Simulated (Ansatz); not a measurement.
TiAl: uniaxial strain ε_zz = +0.50 %

Consider TiAl (space group P4/mmm, No. 123; a = 2.796 Å, c = 4.038 Å; relaxed with 0.1 eV smearing). Axes: x, y, z lie along a, b, c of the conventional cell.

The change: the cell is stretched by 0.50 % along z with no lateral relaxation; the atoms relax in the strained cell.

Level of theory: plane-wave PAW DFT at the PBEsol level (Ansatz, an electronic-structure program, 420 eV), no spin-orbit coupling. k-mesh 21×21×14 (Γ-centred); smearing 0.1 eV (Fermi–Dirac).

```json
[
 {"quantity": "volume per atom", "base": "15.79 Å³", "changed": "15.87 Å³", "shift": "+0.08 Å³"},
 {"quantity": "space group", "base": "P4/mmm (No. 123)", "changed": "P4/mmm (No. 123)", "shift": "–"},
 {"quantity": "shortest interatomic distance", "base": "2.796 Å", "changed": "2.796 Å", "shift": "0.000 Å"},
 {"quantity": "energy relative to the base (free energy F)", "base": "0 meV/atom", "changed": "+0.2 meV/atom", "shift": "+0.2 meV/atom"},
 {"quantity": "pressure (mean of the normal stresses, compression positive)", "base": "0.0 GPa", "changed": "-0.6 GPa", "shift": "-0.6 GPa"},
 {"quantity": "band gap", "base": "zero", "changed": "zero", "shift": "–"},
 {"quantity": "stress (xx, yy, zz, yz, xz, xy; compression positive)", "base": "–", "changed": "(-0.4, -0.4, -0.9, 0.0, 0.0, 0.0) GPa", "shift": "–"}
]
```

Stability against distortions was not tested. All final runs are without spin polarisation.
